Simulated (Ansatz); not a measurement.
## Ge: energy against strain

Ge (diamond, Fd-3m, 22.860 Å³/atom and stress up to 0.01 GPa in the relaxed cell, cube axes along x, y and z) under a strain ε along a cube axis (axis z), the other axes held. PBEsol in Ansatz, a plane-wave DFT program (PAW, default set), 420 eV, 14×14×14 Γ-centred mesh, Fermi-Dirac smearing 0.05 eV; ions are relaxed, or left where forces stay under 0.02 eV/Å, within the symmetry of each cell.

Here s stands for strain and y for E less E0.

```csv
strain (%),E less E0 (meV/atom)
-3.00,?
-1.50,1.82
-1.00,0.80
-0.50,0.19
0.00,0.00
0.50,0.22
1.00,0.84
1.50,1.85
```

Question: Using a parabola, estimate the missing y at s = -3.00 from the other rows, showing the fit.

Answer: Least squares gives y = 0.002 + 0.0143·s + 0.8152·s². Residuals (row less fit): 0.005, -0.003, -0.009, -0.002, 0.007, 0.008, -0.008; standard error 0.009 (degrees of freedom: 4). Twice the quadratic coefficient over the volume, 2 × 0.8152 meV × 10⁴ × 0.1602 / 22.860 Å³, is the elastic constant C11 = 114.3 ± 0.5 GPa (± standard error of the fit, which holds the terms cut off). At the withheld row, y = 0.002 + 0.0143 × (-3.0) + 0.8152 × (-3.0)² = 7.296 meV/atom. The calculation gives 7.48 meV/atom, 0.184 meV/atom above the prediction (2.5 % of the range of y in the table). The row lies outside the fitted rows, so this is an extrapolation. From the scatter of the fitted rows alone, a prediction at this place has a standard error of 0.033 meV/atom, so the miss is 5.6 times that.

A polynomial of degree 3 through the 12 other runs of the series gives 7.49 there, so most of the miss is curvature that the fit leaves out. This level leaves no gap over 0.05 eV at strain -3.00, -1.50, -0.50, 0.00, 0.50, 1.00, 1.50 %. Rows are the converged runs of the series near zero and its far end; series whose fitted rows scatter by over a few per cent of the range, as at a crossing or softening among them, aren't shown in this form, nor equations of state whose B0' disagrees with the runs' pressures. Most that stay on the fit to the last digits aren't either.
